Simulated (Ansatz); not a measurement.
Structure of amorphous hafnium silicate (Hf$_{18}$O$_{38}$Si) (periodic cell):

```xyz
57
Lattice="9.0551 0.0000 0.0000 0.0000 9.0551 0.0000 0.0000 0.0000 9.0551" Properties=species:S:1:pos:R:3 pbc="T T T"
Hf     1.1163     2.0857     0.9963
Hf     2.8073     7.7646     7.5671
Hf     7.9228     1.8907     7.6480
Hf     8.5855     6.9593     8.1568
Hf     7.2354     6.3576     4.5625
Hf     7.8010     0.0075     2.0904
Hf     1.7169     5.5373     5.0651
Hf     2.5432     5.7153     1.8513
Hf     4.9277     4.2347     3.5067
Hf     1.3388     8.5796     3.9730
Hf     7.4521     4.2641     1.1594
Hf     8.5893     2.8311     4.2483
Hf     5.5668     4.9948     7.3253
Hf     4.7734     2.0429     0.2793
Hf     2.2541     4.2240     7.8381
Hf     2.9550     1.8383     5.4474
Hf     5.2976     0.5327     3.7215
Hf     5.3116     7.3147     1.0750
O      7.3990     7.7661     0.6513
O      8.8250     5.5318     0.5437
O      3.2235     7.1416     0.5648
O      6.0026     5.6296     0.1775
O      0.7752     0.3618     2.1747
O      4.7059     2.4232     4.5438
O      4.4682     5.9209     2.3613
O      3.2609     0.3894     3.9173
O      7.2726     6.2351     6.6704
O      8.0984     1.5048     0.6552
O      5.8282     1.2579     7.7196
O      2.9963     1.4637     0.7513
O      5.4595     0.4273     1.5617
O      6.1803     7.7322     3.0719
O      0.0114     3.3183     2.2680
O      7.1993     1.4819     3.4952
O      1.5727     6.7069     3.2238
O      2.0591     7.5038     5.6017
O      7.6336     2.8138     5.9251
O      3.6168     5.7664     7.1905
O      3.1631     0.6164     6.9170
O      5.6683     8.6593     5.4816
O      5.0917     7.8468     7.9760
O      6.8748     3.5184     8.3536
O      1.0582     5.7296     7.1838
O      6.9128     4.9193     3.0651
O      1.0399     8.2206     8.3193
O      5.4942     5.2273     5.1976
O      7.6935     8.8413     7.1925
O      0.7972     2.6051     8.0968
O      2.1133     3.6327     5.8910
O      4.1959     3.4146     7.8351
O      8.4552     7.9623     4.0384
O      8.9072     5.0121     4.6493
O      0.9765     1.4892     4.7732
O      2.2188     4.0321     0.8114
O      5.4370     3.2445     1.7384
O      2.8642     4.4900     3.6108
Si     6.0337     8.8213     7.0549
```

The numbers are results of PBE, scalar-relativistic without spin-orbit coupling (plane waves to 420 eV, PAW; Ansatz, an electronic-structure program), not measurements.

Preparation: random packing, a CHGNet melt and quench, and a DFT relaxation. O atoms were pushed apart under 1.9 Å during the dynamics, to hinder bonds among them. The hot cell started wider than the set density and was brought back towards it in steps. It is the lowest in DFT energy of 2 quenches. It is a model cell: composition and starting density were chosen by hand, and all elements were melted together. No dispersion term was used. Its density started from a set value of 8.61 and ended at 8.61 g/cm³. Cooling (nominally 300 K/ps over its main leg) ran many orders faster than in experiment, which tends to leave more defects and strain. Values belong to this one cell and scatter from quench to quench. The volume was held where the preparation left it, at a PBE pressure of 1.1 GPa. Stress components on the final sampling reach 2.7 GPa. Cycles of charging lowered its energy after that relaxation.

Neighbours within Hf-Hf 3.34 Å, Hf-O 2.52 Å, Hf-Si 2.89 Å, O-O 1.58 Å, O-Si 2.12 Å, Si-Si 2.60 Å count as bonded. Two cations that share two anions don't count as bonded, nor two that share one unless they lie closer than Hf-Hf 3.25 Å, Hf-Si 2.81 Å, Si-Si 2.38 Å.

Question: Give the coordination numbers, mean bond lengths and angles.

Answer: 
| Item | Value |
|---|---|
| Mean coordination of Hf by anions | 5.89 (4 with 5, 12 with 6, 2 with 7) |
| Mean coordination of O | 2.89 (6 with 2, 30 with 3, 2 with 4) |
| Mean coordination of Si by anions | 4.00 (1 with 4) |
| Mean Hf-O bond | 2.113 Å (spread 0.095 Å, 106 counted) |
| Mean O-Si bond | 1.643 Å (spread 0.015 Å, 4 counted) |
| Bond angle at Hf | mean 103.7°, spread 28.8° |
| Bond angle at O | mean 117.5°, spread 16.7° |
| Bond angle at Si | mean 109.4°, spread 8.9° |

Question: Which atoms depart from the most common coordination of their element?

Answer: Hf6 has 7 (O19 1.98 Å, O23 2.06 Å, O28 2.10 Å, O34 2.12 Å, O32 2.32 Å, O51 2.33 Å, O31 2.44 Å); Hf8 has 5 (O35 1.95 Å, O25 2.00 Å, O54 2.00 Å, O21 2.04 Å, O56 2.17 Å); Hf12 has 5 (O37 1.93 Å, O53 2.04 Å, O34 2.08 Å, O33 2.09 Å, O52 2.24 Å); Hf14 has 5 (O30 1.93 Å, O55 2.00 Å, O29 2.08 Å, O50 2.11 Å, O31 2.17 Å); Hf16 has 5 (O39 1.92 Å, O49 2.03 Å, O24 2.06 Å, O53 2.12 Å, O26 2.13 Å); Hf18 has 7 (O22 2.03 Å, O25 2.08 Å, O21 2.16 Å, O19 2.18 Å, O32 2.22 Å, O31 2.23 Å, O41 2.23 Å); O20 has 2 (Hf11 1.97 Å, Hf4 2.04 Å); O30 has 2 (Hf14 1.93 Å, Hf1 2.00 Å); O31 has 4 (Hf17 2.17 Å, Hf14 2.17 Å, Hf18 2.23 Å, Hf6 2.44 Å); O32 has 4 (Hf17 2.16 Å, Hf18 2.22 Å, Hf5 2.29 Å, Hf6 2.32 Å); O37 has 2 (Hf12 1.93 Å, Hf3 1.98 Å); O39 has 2 (Hf16 1.92 Å, Hf2 2.05 Å); O40 has 2 (Si57 1.62 Å, Hf17 2.02 Å); O45 has 2 (Hf4 1.97 Å, Hf2 1.97 Å).

Question: List the pairs of like atoms that count as bonded by the rules above.

Answer: There are none by these rules.

Question: What Bader charges do the atoms carry, from a run on the zone centre alone?

Answer: Means (range): Hf +2.62 e (+2.56 to +2.67), O -1.32 e (-1.54 to -1.24), Si +3.24 e (+3.24 to +3.24).
| atom | charge (e) |
|---|---|
| Hf1 | +2.61 |
| Hf2 | +2.65 |
| Hf3 | +2.63 |
| Hf4 | +2.64 |
| Hf5 | +2.66 |
| Hf6 | +2.58 |
| Hf7 | +2.59 |
| Hf8 | +2.56 |
| Hf9 | +2.63 |
| Hf10 | +2.64 |
| Hf11 | +2.62 |
| Hf12 | +2.61 |
| Hf13 | +2.67 |
| Hf14 | +2.62 |
| Hf15 | +2.59 |
| Hf16 | +2.56 |
| Hf17 | +2.62 |
| Hf18 | +2.64 |
| O19 | -1.30 |
| O20 | -1.27 |
| O21 | -1.31 |
| O22 | -1.29 |
| O23 | -1.30 |
| O24 | -1.32 |
| O25 | -1.27 |
| O26 | -1.31 |
| O27 | -1.32 |
| O28 | -1.33 |
| O29 | -1.49 |
| O30 | -1.24 |
| O31 | -1.34 |
| O32 | -1.31 |
| O33 | -1.33 |
| O34 | -1.30 |
| O35 | -1.29 |
| O36 | -1.31 |
| O37 | -1.25 |
| O38 | -1.32 |
| O39 | -1.24 |
| O40 | -1.50 |
| O41 | -1.54 |
| O42 | -1.31 |
| O43 | -1.32 |
| O44 | -1.31 |
| O45 | -1.24 |
| O46 | -1.32 |
| O47 | -1.50 |
| O48 | -1.31 |
| O49 | -1.31 |
| O50 | -1.33 |
| O51 | -1.30 |
| O52 | -1.27 |
| O53 | -1.32 |
| O54 | -1.32 |
| O55 | -1.32 |
| O56 | -1.32 |
| Si57 | +3.24 |
